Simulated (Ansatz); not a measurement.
Take Na in the bcc (W type) structure (space group Im-3m, No. 229) as the base.

Na is modelled in the cubic space group Im-3m (No. 229), the bcc (W type) structure, Pearson symbol cI2. Lattice parameters: a = b = c = 4.170 Å, α = β = γ = 90.00°. Na on 2a is coordinated by 8 Na at 3.611 Å and 6 Na at 4.170 Å. (Neighbours: up to the widest gap in distance over summed covalent radii, below 1.35, at either atom.)
(The calculation used a cell of 1 atom; values per cell refer to that cell.)

Level of theory: PBEsol in Ansatz (plane waves to 420 eV, PAW, spin-orbit coupling left out).

For the base:

| Quantity | Value |
|---|---|
| Volume per atom | 36.24 Å³ |

Perturbation: cell and atoms relaxed at a pressure of 7.5 GPa.

Problem. What does the calculation give for the volume per atom after the change?

Solution. The volume per atom decreases by 12.64 Å³, from 36.24 Å³ to 23.60 Å³.

Load acts through the strain it causes; cell and atoms are relaxed under it. Stability against distortions was not tested. No other phases were tried under pressure.

Ansatz is an electronic-structure program.
